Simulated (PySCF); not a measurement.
PySCF 2.14.0, unrestricted WB97X/def2-svpd, df: [SbH], charge 0, multiplicity 3, 2 atoms. The geometry is a generated start, not checked to be a minimum at this level.

```
Item                                                Result
-------------------------  -------------------------------
task                                                energy
method                                               wb97x
basis                                            def2-svpd
two-electron scheme                        density fitting
mol.max_memory                                     3000 MB
mf.max_cycle                                           100
mf.init_guess                              minao (default)
mf.DIIS                                    CDIIS (default)
mf.diis_space                                  8 (default)
mf.conv_tol                                1e-09 (default)
mf.grids.level                                 3 (default)
effective core potentials  those of the basis set, past Kr
basis functions                                         40
grid points                                          31768
```

```xyz
2

Sb     0.0367    -0.0199    -0.8789
H     -0.0367     0.0199     0.8789
```

Charge 0 and multiplicity 3 are set for this test and not shown to be the ground state.

One run each on 2 threads, 1 BLAS thread. Values of level_shift (Hartree) tried: 0 (default), 0.1, 0.3, 1.

Problem. Which value of level_shift (Hartree) needs the fewest Fock builds, and what happens away from it?

Solution. Fewest Fock builds, within one of each other: 0 (default) with 12, 0.1 with 13. The count rises to 25 at 1. All converge to one solution.

| level_shift (Hartree) | Fock builds | end |
|---|---|---|
| 0 (default) | 12 | same solution |
| 0.1 | 13 | same solution |
| 0.3 | 15 | same solution |
| 1 | 25 | same solution |
